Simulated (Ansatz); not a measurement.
Consider HfN in the rock salt structure (space group Fm-3m, No. 225; a = 4.526 Å; relaxed with 0.1 eV smearing). Axes: x, y, z lie along the cube axes.

Method: DFT with r2SCAN, PAW potentials and a 500 eV plane-wave cutoff in Ansatz (a first-principles code), no spin-orbit coupling, earlier PAW set.

Strains are applied to the cell and any free atomic positions relax; under biaxial strain the out-of-plane vector relaxes too.

One change was made to it. Results:

```csv
quantity,base,after
energy relative to the base (free energy F),0 meV/atom,+1.4 meV/atom
shortest interatomic distance,2.263 Å,2.263 Å
```

What was done to the base?
A. tensor shear ε_xz = −0.87 %
B. biaxial strain −3.57 %, plane normal [001], relaxed out of plane
C. uniaxial strain ε_zz = +2.24 %

A, tensor shear ε_xz = −0.87 %. For comparison, the energy relative to the base in the other runs: biaxial strain −3.57 %, plane normal [001], relaxed out of plane gives +72 meV/atom; uniaxial strain ε_zz = +2.24 % gives +10 meV/atom.

Stability against distortions was not tested. All final runs are without spin polarisation. An odd electron count without spin: HfN.
